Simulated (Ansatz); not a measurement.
System: interstitial H in bixbyite In2O3 (charge state +1). These are PBE, PAW (plane waves to 420 eV; Ansatz, a program for electronic structure) values and carry that method's errors.

Settings: 80 host sites, the relaxed PBE lattice, one k-point at (0.250, 0.250, 0.250), smearing 0.01 eV, spin-restricted, no image-charge correction. Energies are static. The charge state is imposed; whether it is stable for some Fermi level was not computed. Sites that were not tried may lie lower. The start lies 0.64 eV above the lowest site run (PBE).

Barriers: single points on a 2×2×2 k-point mesh shifted by half a step at the bands' geometries.

The step: a concerted move, in which H travels most. Atoms about the jump, Cartesian Å from the middle of the jump, before and after:

```csv
atom,x0,y0,z0,x1,y1,z1
H1,-0.06,0.04,0.79,0.06,-0.04,-0.79
O2,0.02,-0.77,1.33,-0.31,-0.72,1.09
O3,-0.42,-0.27,-1.42,-0.48,0.04,-1.60
In4,0.91,-1.82,-0.39,0.92,-1.94,-0.22
In5,-1.96,0.61,-0.07,-1.94,0.60,0.12
O6,-0.74,1.92,1.16,-0.78,2.07,1.15
O7,2.42,-0.39,-1.12,2.27,-0.40,-1.10
O8,-0.75,-3.09,-1.12,-0.74,-3.02,-1.11
In9,1.15,0.84,-2.52,1.24,0.93,-2.65
In10,0.58,0.95,2.79,0.48,0.85,2.56
In11,-1.75,-1.71,-2.54,-1.79,-1.74,-2.54
O12,-3.25,-0.71,-1.22,-3.18,-0.73,-1.17
O13,-3.04,-0.28,1.59,-3.14,-0.31,1.65
In14,-1.76,-1.71,2.63,-1.73,-1.74,2.57
```

Give the saddle-point geometry and the barrier.


```csv
atom,x,y,z
H1,-0.24,-0.31,-0.12
O2,-0.21,-0.67,1.04
O3,-0.40,-0.16,-1.36
In4,1.00,-1.92,-0.35
In5,-2.03,0.71,0.10
O6,-0.80,2.08,1.16
O7,2.41,-0.41,-1.12
O8,-0.70,-3.05,-1.12
In9,1.17,0.86,-2.53
In10,0.50,0.88,2.57
In11,-1.74,-1.69,-2.50
O12,-3.21,-0.67,-1.18
O13,-3.12,-0.28,1.65
In14,-1.73,-1.73,2.56
```
It lies 0.36 eV above the start and 0.36 eV above the end. The saddle point's order was not checked.
